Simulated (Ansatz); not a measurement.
Input and output of a relaxation of cell and atoms for In2O3 (Ia-3, 40 atoms in the cell) (Ansatz, a program for electronic structure).

Level of theory: revPBE, PAW files made with PBE (plane waves; Ansatz).

```
In2O3
1.0
   -5.12628     5.12628     5.12628
    5.12628    -5.12628     5.12628
    5.12628     5.12628    -5.12628
In O
16 24
Direct
  0.50000   0.50000   0.50000
  0.50000   0.00000   0.00000
  0.00000   0.00000   0.50000
  0.00000   0.50000   0.00000
  0.25000   0.71650   0.46650
  0.75000   0.78350   0.03350
  0.46650   0.25000   0.71650
  0.03350   0.75000   0.78350
  0.71650   0.46650   0.25000
  0.78350   0.03350   0.75000
  0.75000   0.28350   0.53350
  0.25000   0.21650   0.96650
  0.53350   0.75000   0.28350
  0.96650   0.25000   0.21650
  0.28350   0.53350   0.75000
  0.21650   0.96650   0.25000
  0.53610   0.77370   0.54340
  0.73030   0.99270   0.95660
  0.76970   0.72630   0.26240
  0.96390   0.50730   0.23760
  0.54340   0.53610   0.77370
  0.95660   0.73030   0.99270
  0.26240   0.76970   0.72630
  0.23760   0.96390   0.50730
  0.77370   0.54340   0.53610
  0.99270   0.95660   0.73030
  0.72630   0.26240   0.76970
  0.50730   0.23760   0.96390
  0.46390   0.22630   0.45660
  0.26970   0.00730   0.04340
  0.23030   0.27370   0.73760
  0.03610   0.49270   0.76240
  0.45660   0.46390   0.22630
  0.04340   0.26970   0.00730
  0.73760   0.23030   0.27370
  0.76240   0.03610   0.49270
  0.22630   0.45660   0.46390
  0.00730   0.04340   0.26970
  0.27370   0.73760   0.23030
  0.49270   0.76240   0.03610
```

Reference input (self-consistent single point, DFT, revPBE, plane waves, PAW files made with PBE): basis.ecutwfc = 420 eV; kpoints.mp_grid.grid = 3 3 3; hamiltonian.xc = revpbe; hamiltonian.pseudopotentials = {kind: paw} (the program's default PAW files); scf.occupations.method = fermi_dirac; scf.occupations.width = 0.1 eV. This run's input differs from it in these lines:

```diff
@@ -56,2 +56,4 @@
   occupations: { method: fermi_dirac, width: 0.1 }
+relax:
+  cell: { p_target: "-2.0 GPa" }
 output:
```

Output (repeated stretches shortened):

```
   [... SCF lines of the steps left out ...]
relax step   1: F+E_penalty+E_count = -103313.66916234 eV  Δ(F+E_penalty+E_count) = +0.000e0 eV  max|allowed force component| = 2.177e-1 eV/Å  Δτ_max = 0.0000 Å  P = +4.594 GPa  Ω = 538.850 Å³  (9 SCF iters, dr2 threshold 1.00e-7 eV, accepted)
relax step   2: F+E_penalty+E_count = -103313.84360017 eV  Δ(F+E_penalty+E_count) = -1.744e-1 eV  max|allowed force component| = 4.583e-2 eV/Å  Δτ_max = 0.0201 Å  P = -2.314 GPa  Ω = 564.014 Å³  energy of the carried Pulay correction = -4.481e-2 eV  [...]
   [... lines left out ...]
relax step   6: F+E_penalty+E_count = -103313.91066050 eV  Δ(F+E_penalty+E_count) = +1.022e-2 eV  max|allowed force component| = 7.844e-4 eV/Å  Δτ_max = 0.0013 Å  P = -1.993 GPa  Ω = 563.984 Å³  energy of the carried Pulay correction = -1.337e-3 eV  [...]
relax step   7: F+E_penalty+E_count = -103313.91147219 eV  Δ(F+E_penalty+E_count) = -8.117e-4 eV  max|allowed force component| = 7.767e-4 eV/Å  Δτ_max = 0.0000 Å  P = -1.991 GPa  Ω = 563.984 Å³  stress off target by 8.69e-3 GPa  SCF on the basis [...]
basis re-selected at this cell: Δ(F+E_penalty+E_count) = -8.117e-4 eV, ΔP = +0.002 GPa vs the last step
the relaxation is at rest under the 24 symmetry operations that the run kept from its start: a minimum is not shown …
Free energy (F): -103313.911472 eV
Internal energy: -103313.901145 eV  (E = F + TS)
E sigma→0 (E₀):  -103313.906309 eV
Entropy (-TS):   -0.010327 eV (-0.258 meV/atom)
Fermi energy:    8.370088 eV
--- Forces (eV/Å), atoms counted from 1 ---
  atom   1  In    -0.00000000    -0.00000000     0.00000000
   [... lines left out ...]
  cell:  # Å, volume = 563.9838 Å³
   [... lines left out ...]
    - { symbol: O, position: [0.22784982465034515, 0.45631260819982034, 0.462032232381817] }
    - { symbol: O, position: [0.005719624181996716, 0.043687391800179665, 0.27153721645052475] }
    - { symbol: O, position: [0.27215017534965497, 0.734182407731472, 0.2284627835494753] }
    - { symbol: O, position: [0.49428037581800327, 0.765817592268528, 0.03796776761818295] }
```

The run converged. 

Summary of the result:
Free energy E − TS (on the zero of these files): -103313.9115 eV
Gap on the k-point mesh: 0.84 eV
Pressure: -1.99 GPa
Largest force (vector length): 0.001 eV/Å
Final cell: a = b = c = 9.015 Å, α = β = γ = 109.47°
Final volume per atom: 14.10 Å³
Relaxation steps: 7

The starting cell was generated: these elements placed on a structure prototype, without a prior relaxation; it need not be a known phase or ordering of this composition. Its lattice was rescaled by a random factor within 2.5 % of one. The relaxation keeps the symmetry of its start, so its end need not be a minimum. Ansatz's pressure includes its estimate of the finite-basis (Pulay) stress.

Cost on one core of a shared machine: roughly 3 min.

Keys are those of Ansatz 0.2.
